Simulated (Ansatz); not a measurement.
Zn4TeS3 (model structure, P-4m2, No. 115, 8 atoms in the cell) was calculated with PBE in Ansatz (plane waves, PAW).

Numerical settings: plane-wave cutoff 520 eV, 8×8×4 k mesh (along the axes of the cell as run), Fermi–Dirac smearing 0.01 eV, scalar-relativistic PAW data made under PBE.

Cell (relaxed at this level):

```yaml
crystal:
  lattice:
    - [3.99157, 0.00000, 0.00000]
    - [0.00000, 3.99169, 0.00000]
    - [0.00000, 0.00000, 11.19556]
  atoms:
    - { symbol: Zn, position: [0.00000, 0.00000, 0.00656] }
    - { symbol: S, position: [0.50000, 0.00000, 0.12369] }
    - { symbol: Zn, position: [0.50000, 0.50000, 0.24036] }
    - { symbol: S, position: [0.00000, 0.50000, 0.35652] }
    - { symbol: Zn, position: [0.00000, 0.00000, 0.47268] }
    - { symbol: S, position: [0.50000, 0.00000, 0.58935] }
    - { symbol: Zn, position: [0.50000, 0.50000, 0.70649] }
    - { symbol: Te, position: [0.00000, 0.50000, 0.85652] }
```

**Question.** Predict the band gap and bulk modulus B0.

**Answer.** 
band gap: 1.00 eV (on the SCF k mesh)
bulk modulus B0: 61.0 GPa

Note: the bulk modulus is −V dP/dV from two relaxed cells at ±2 % in volume; the relaxation could raise the start's symmetry but not lower it, so the cell can be a saddle point.

Spin–orbit coupling is not included.

Static lattice: no zero-point or thermal effects.

A model structure was made by putting elements into a prototype or built by hand; it is no filed structure, need not be a known phase, and can be a saddle point held by its symmetry.

Ansatz is an electronic-structure program.
